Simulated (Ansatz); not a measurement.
In a (12,0) SiC nanotube, the lowest empty band has its minimum at Γ and lies 0.019 eV higher 0.0367 Å⁻¹ away along the axis.

The numbers are results of PBE (plane waves to 420 eV, PAW; Ansatz, a first-principles code), not measurements. Mesh 1×1×6. No spin polarisation. One-dimensional cell, images about 11 Å apart. A hypothetical model, rolled from the flat sheet. Symmetry and one short period hold its shape; lower forms weren't sought.

### Question
Estimate the electron mass along the axis.

### Answer
For a parabola ΔE = ħ²Δk²/2m, and ħ²/2mₑ = 3.810 eV Å². So m/mₑ = 3.810 × 0.0367²/0.019 = 0.27. The curvature over a step a third as long gives 0.26; the band is close to a parabola here.
